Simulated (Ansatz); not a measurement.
**Point defects in TiAl3**

Consider an 8-atom supercell of TiAl3 (space group I4/mmm, No. 139) at its relaxed geometry.

```
TiAl3
1.0
   -3.84562     3.84562     0.00000
    1.92281     1.92281     4.30969
    1.92281     1.92281    -4.30969
Al Ti
6 2
Cartesian
  1.92281   1.92281   0.00000
 -1.92281   1.92281   0.00000
  0.00000   1.92281   2.15484
 -1.92281   3.84562  -2.15484
  0.00000   5.76844  -2.15484
  0.00000   1.92281  -2.15484
  0.00000   0.00000   0.00000
  0.00000   3.84562   0.00000
```

One neutral defect a cell, atoms relaxed at fixed cell.

Computed with Ansatz (a first-principles code), PBE, PAW, cutoff 420 eV, spin-orbit coupling left out, earlier PAW set.

For the base:

* **Pressure**: 0.0 GPa

Problem. The aim is a pressure between -2.6 GPa and -2.0 GPa. Which of these changes reaches it?
A) Al interstitial (started 1.92 Å from the nearest host atom)
B) Ti vacancy
C) Al vacancy

Solution. C, Al vacancy. It gives -2.3 GPa; Ti vacancy gives -0.8 GPa; Al interstitial (started 1.92 Å from the nearest host atom) gives 24.4 GPa. Changes not listed may reach it too

The cell is small, so the values are those of an ordered compound at a high defect concentration; dilute-limit values will differ. All final runs are without spin polarisation.
